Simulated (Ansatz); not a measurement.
Input for Ge (zinc blende start, 16-atom cell) (held in this type by symmetry, stable or not):

Ansatz 0.2 input:
```yaml
crystal:
  lattice:
    - [0.0, 5.76, 5.76]
    - [5.76, 0.0, 5.76]
    - [5.76, 5.76, 0.0]
  atoms:
    - { symbol: Ge, position: [0.0, 0.0, 0.0] }
    - { symbol: Ge, position: [0.0, 0.0, 0.5] }
    - { symbol: Ge, position: [0.0, 0.5, 0.0] }
    - { symbol: Ge, position: [0.0, 0.5, 0.5] }
    - { symbol: Ge, position: [0.5, 0.0, 0.0] }
    - { symbol: Ge, position: [0.5, 0.0, 0.5] }
    - { symbol: Ge, position: [0.5, 0.5, 0.0] }
    - { symbol: Ge, position: [0.5, 0.5, 0.5] }
    - { symbol: Ge, position: [0.125, 0.125, 0.125] }
    - { symbol: Ge, position: [0.125, 0.125, 0.625] }
    - { symbol: Ge, position: [0.125, 0.625, 0.125] }
    - { symbol: Ge, position: [0.125, 0.625, 0.625] }
    - { symbol: Ge, position: [0.625, 0.125, 0.125] }
    - { symbol: Ge, position: [0.625, 0.125, 0.625] }
    - { symbol: Ge, position: [0.625, 0.625, 0.125] }
    - { symbol: Ge, position: [0.625, 0.625, 0.625] }
basis:
  ecutwfc: 420
  ecutrho_ratio: 4
  xc_grid: 2
kpoints:
  mp_grid: { grid: [4, 4, 4] }
hamiltonian:
  xc: pbe
  dispersion: none
  pseudopotentials: { kind: paw }
scf:
  n_extra_bands: 18
  occupations: { method: fermi_dirac, width: 0.01 }
output:
  forces: true
  stress: true
  eigenstates:
    kpoints:
      - [0.0, 0.0, 0.0]
      - [-0.15, 0.0, -0.15]
      - [0.0, -0.15, -0.15]
    e_range: [-4.0, 6.0]
    localisation: true
relax:
  f_tol: 0.03
  max_steps: 90
  cell: { stress_tol: 0.15 }
```

Level of theory: PBE (plane waves to 420 eV, PAW; Ansatz, an electronic-structure program). Spin–orbit coupling is left out. Its k-point mesh 4×4×4, Fermi–Dirac width 0.01 eV.

Question: Write the closing report of this run, without the band table and long remarks, to eight decimals at most.

Answer: 
```
SCF converged after 3 iterations
Free energy (F): -68719.656492 eV
Harris-Foulkes:  -68719.656492 eV  (|F-HF|=1.51e-9)
Internal energy: -68719.655437 eV  (E = F + TS)
E sigma→0 (E₀):  -68719.655964 eV
Entropy (-TS):   -0.001054 eV (-0.066 meV/atom)
Fermi energy:    7.886288 eV
--- Per-component energies (eV) ---
  E_band       = -2521.893947
  E_kinetic    = 1774.149829
  E_local      = -40141.542427  (includes V_loc(G=0)·N_el)
  E_nonlocal   = 6691.495928
  E_hartree    = 17591.409809
  E_xc         = -1204.728619
  E_vxc        = -1027.738533  (∫ρ·V_xc dr)
  E_paw        = -32314.717691  (= ΣΔE_a)
  E_vpaw       = -5001.079184  (= ΣTr[D̂ρ^β])
  E_aug_tail   = 0.006195  (compensation charges beyond the density's cutoff)
  E_ewald      = -21115.728460
  E_smearing   = -0.001054  (= −TS)
  E_closure    = 0.000000  (closes the sum)
  Σ components = -68719.656492   (vs F -68719.656492, Δ=0.00e0)
--- Forces (eV/Å), atoms counted from 1 ---
  atom   1  Ge    0.00000000     0.00000000     0.00000000
  atom   2  Ge    0.00000000     0.00000000     0.00000000
  atom   3  Ge    0.00000000     0.00000000    0.00000000
  atom   4  Ge    0.00000000     0.00000000     0.00000000
  atom   5  Ge    0.00000000     0.00000000     0.00000000
  atom   6  Ge    0.00000000    0.00000000     0.00000000
  atom   7  Ge    0.00000000     0.00000000    0.00000000
  atom   8  Ge    0.00000000    0.00000000     0.00000000
  atom   9  Ge     0.00000000    0.00000000    0.00000000
  atom  10  Ge    0.00000000     0.00000000     0.00000000
  atom  11  Ge    0.00000000    0.00000000     0.00000000
  atom  12  Ge     0.00000000     0.00000000     0.00000000
  atom  13  Ge    0.00000000     0.00000000     0.00000000
  atom  14  Ge    0.00000000     0.00000000     0.00000000
  atom  15  Ge    0.00000000     0.00000000     0.00000000
  atom  16  Ge    0.00000000    0.00000000    0.00000000
  max |Σ_I F_I| component: 2.45e-16 eV/Å
--- Stress (GPa, compression-positive) ---
        0.031366      0.000000      0.000000
        0.000000       0.031366       0.000000
        0.000000      0.000000       0.031366
  P = ⅓ Tr σ = 0.0314 GPa (0.314 kbar)
--- Relaxed structure (1 steps of the walk, 1 accepted, 1 SCFs on fresh bases) ---
  F+E_penalty+E_count = -68719.65649166 eV   max|allowed force component| = 2.273e-17 eV/Å   (the final SCF, on the basis selected at the relaxed cell)
  cell:  # Å, volume = 382.2060 Å³
    - [0.0, 5.76, 5.76]
    - [5.76, 0.0, 5.76]
    - [5.76, 5.76, 0.0]
  atoms:
    - { symbol: Ge, position: [0.0, 0.0, 0.0] }
    - { symbol: Ge, position: [0.0, 0.0, 0.50000000] }
    - { symbol: Ge, position: [0.0, 0.50000000, 0.0] }
    - { symbol: Ge, position: [0.0, 0.50000000, 0.50000000] }
    - { symbol: Ge, position: [0.50000000, 0.0, 0.0] }
    - { symbol: Ge, position: [0.50000000, 0.0, 0.50000000] }
    - { symbol: Ge, position: [0.50000000, 0.50000000, 0.0] }
    - { symbol: Ge, position: [0.50000000, 0.50000000, 0.50000000] }
    - { symbol: Ge, position: [0.12500000, 0.12500000, 0.12500000] }
    - { symbol: Ge, position: [0.12500000, 0.12500000, 0.62500000] }
    - { symbol: Ge, position: [0.125, 0.62500000, 0.125] }
    - { symbol: Ge, position: [0.125, 0.62500000, 0.62500000] }
    - { symbol: Ge, position: [0.62500000, 0.125, 0.125] }
    - { symbol: Ge, position: [0.62500000, 0.125, 0.62500000] }
    - { symbol: Ge, position: [0.62500000, 0.62500000, 0.125] }
    - { symbol: Ge, position: [0.62500000, 0.62500000, 0.62500000] }
```

Cost: roughly 40 core-seconds.
